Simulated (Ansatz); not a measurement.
The starting structures come from a database of crystals and need not be the phases stable at ambient conditions.

The decay constant κ of evanescent states in the gap governs leakage through a thin film.

Consider the following.

```
CELL_PARAMETERS angstrom
      5.18848     0.00000     0.00000
      0.00000     9.70643     0.00000
      0.00000     0.00000     5.18848
ATOMIC_POSITIONS crystal
  K  0.50000 0.25000 0.50000
  K  0.50000 0.75000 0.50000
  Sb 0.00000 0.00000 0.00000
  Sb 0.00000 0.50000 0.00000
  F  0.81702 0.86286 0.81702
  F  0.18298 0.13714 0.18298
  F  0.18298 0.36286 0.81702
  F  0.81702 0.63714 0.18298
  F  0.18298 0.86286 0.18298
  F  0.81702 0.13714 0.81702
  F  0.81702 0.36286 0.18298
  F  0.18298 0.63714 0.81702
  F  0.25932 0.50000 0.25932
  F  0.74068 0.50000 0.74068
  F  0.74068 0.00000 0.25932
  F  0.25932 0.00000 0.74068
```

Space group of this cell: P4_2/mcm. The cell is taken as given; by PBEsol its mean pressure is 1.9 GPa.

Transport runs along the normal of the first two printed cell vectors, the (100) plane of the conventional cell.

No gap correction and no spin-orbit coupling; mid-gap values are interpolated between computed energies.

**Question.** State the band gap and the smallest decay constant κ at mid-gap according to PBEsol (Ansatz, an electronic-structure program).

**Answer.** Gap 5.31 eV on a 6×4×6 mesh; κ = 0.544 1/Å, at the zone centre.
